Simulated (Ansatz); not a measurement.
Take TiAl (space group P4/mmm, No. 123; a = 2.813 Å, c = 4.058 Å) as the base. Axes: x, y, z lie along a, b, c of the conventional cell.

Structures relaxed with r2SCAN (Ansatz, a program for electronic structure, PAW, spin-orbit coupling left out).

Base:

Simulated powder pattern, Cu Kα1, λ = 1.54056 Å (kinematic, ideal powder, no thermal factors, no anomalous dispersion; the 10 strongest lines at most, above 2 %, up to 2θ = 90°):

```tsv
2θ (°)	I/Imax (%)	hkl
21.88	9.0	(001)
31.79	6.8	(100)
38.92	100	(101)
44.62	17	(002)
45.57	31	(110)
65.68	19	(112)
66.42	9.1	(200)
78.37	11	(103)
79.74	21	(211)
83.57	9.2	(202)
```

After one change:

Simulated powder pattern, Cu Kα1, λ = 1.54056 Å (kinematic, ideal powder, no thermal factors, no anomalous dispersion; the 10 strongest lines at most, above 2 %, up to 2θ = 90°):

```tsv
2θ (°)	I/Imax (%)
21.65	8.9
31.44	6.7
38.50	100
44.12	17
45.06	31
64.90	19
65.62	9.2
77.38	11
78.73	21
82.49	9.2
```

Q: Name the change that was made.
A. biaxial strain −4.36 %, plane normal [001], relaxed out of plane
B. biaxial strain +1.75 %, plane normal [001], relaxed out of plane
C. strain tensor (xx, yy, zz, yz, xz, xy) = (+1.41, −0.64, −0.86, −0.49, −1.46, +0.71) %
D. isotropic strain +1.07 %

A: D, isotropic strain +1.07 %. Its volume per atom is 16.58 Å³ against 16.06 Å³, and its space group is P4/mmm (No. 123).

Stability against distortions was not tested. All final runs are without spin polarisation.
